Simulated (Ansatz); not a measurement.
Results of LDA in Ansatz (plane waves, PAW) for Mo3Ru (model structure, started from the D019 type, P6₃/mmc, No. 194, 8 atoms in the cell).

Numerical settings: plane-wave cutoff 520 eV, 12×12×12 k mesh, Fermi–Dirac smearing 0.05 eV, no spin polarisation, scalar-relativistic PAW data made under PBE.

Cell (relaxed at this level):

```xyz
8
Lattice="5.5568 0.0000 0.0000 -2.7784 4.8123 0.0000 0.0000 0.0000 4.3748" Properties=species:S:1:pos:R:3 pbc="T T T"
Mo     2.7784     3.2021     1.0937
Mo    -1.3839     4.0072     3.2811
Mo     1.3945     0.8051     1.0937
Mo     0.0000     1.6102     3.2811
Mo     4.1623     0.8051     1.0937
Mo     1.3839     4.0072     3.2811
Ru     0.0000     3.2082     1.0937
Ru     2.7784     1.6041     3.2811
```

**Question.** What does this level give for the bulk modulus B0?

**Answer.** 
* **bulk modulus B0**: 292 GPa

Note: the run has no spin polarisation, so it can have missed a magnetic state; the bulk modulus is −V dP/dV from two relaxed cells at ±2 % in volume; the relaxation could raise the start's symmetry but not lower it, so the cell can be a saddle point.

Computed values are for the static lattice.

The result took about 6 core-minutes (a rough figure).

A model structure was made by putting elements into a prototype or built by hand; it is no filed structure, need not be a known phase, and can be a saddle point held by its symmetry.

Ansatz is an electronic-structure program.
